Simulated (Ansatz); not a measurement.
# fcc Cu: the defect In on the Cu site (In_Cu)

Method: PBE, PAW (plane waves to 420 eV; Ansatz, a first-principles code). Set-up: 32-site cell; 6×6×6 shifted k-points; start: the Cu site; no spin–orbit coupling; no Hubbard U; finite-size errors of tenths of an eV; the relaxation kept the symmetry of the starting site.

Neighbours after relaxation, in Å: of the In atom: Cu 2.64, Cu 2.64, Cu 2.64, Cu 2.64, Cu 2.64, Cu 2.64, Cu 2.64, Cu 2.64 (the shell may go on).

Formation energies E_f are those of the neutral cell. Chemical conditions: host crystal and elements as references (Δμ(Cu) = 0.00 eV, Δμ(In) = 0.00 eV; In taken from its element, since no compound that bounds it was computed at this level; only phases computed here count, gases as isolated molecules at 0 K). Reference phases: Cu: fcc Cu, In: tetragonal indium.

```csv
charge,moment (μB),point group,largest move off a lattice site (Å),"E_f, host crystal and elements as references (eV)"
0,not spin-polarised,Oh,0.07,0.46
```

Point groups are those of the whole cell at tolerances of 0.03 and 0.1 Å ("near" where only the looser one holds); none is given for unsettled states.

All states together cost about 5 core-minutes (a rough figure).
